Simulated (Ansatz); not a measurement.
This Ansatz (a first-principles code) input is the reference run, Cs in the bcc (W type) structure (space group Im-3m, No. 229; relaxed with 0.1 eV smearing), computed with Ansatz, PBEsol, PAW, cutoff 420 eV, no spin-orbit coupling:

Ansatz 0.2 input:
```yaml
crystal:
  lattice:
    - [-3.0035826883, 3.0035826883, 3.0035826883]
    - [3.0035826883, -3.0035826883, 3.0035826883]
    - [3.0035826883, 3.0035826883, -3.0035826883]
  atoms:
    - { symbol: Cs, position: [0, 0, 0] }
basis: { ecutwfc: 420, ecutrho_ratio: 4, xc_grid: 2, fft_grid_basis: typed }
kpoints: { mp_grid: { grid: [16, 16, 16] } }
hamiltonian:
  xc: pbesol
  dispersion: none
  pseudopotentials: { kind: paw }
scf: { occupations: { method: fermi_dirac, width: 0.1 } }
relax: { f_tol: 0.005, max_steps: 30, cell: { stress_tol: 0.01 } }
output: { forces: true, stress: true }
checkpoint: { write: state.ck, write_every: 1000 }
```

Q: Write the input for this change: the cell is stretched by 0.50 % along z with no lateral relaxation; the atoms relax in the strained cell.

A: 
Ansatz 0.2 input:
```yaml
crystal:
  lattice:
    - [-3.0035826883, 3.0035826883, 3.0186006017]
    - [3.0035826883, -3.0035826883, 3.0186006017]
    - [3.0035826883, 3.0035826883, -3.0186006017]
  atoms:
    - { symbol: Cs, position: [0, 0, 0] }
basis: { ecutwfc: 420, ecutrho_ratio: 4, xc_grid: 2, fft_grid_basis: typed }
kpoints: { mp_grid: { grid: [16, 16, 16] } }
hamiltonian:
  xc: pbesol
  dispersion: none
  pseudopotentials: { kind: paw }
scf: { occupations: { method: fermi_dirac, width: 0.1 }, convergence: { dr2_threshold: 0.0000000001 } }
relax: { f_tol: 0.005, max_steps: 50 }
output: { forces: true, stress: true }
checkpoint: { write: state.ck, write_every: 1000 }
```
This is the input that was run.

No phonon test of stability was made.
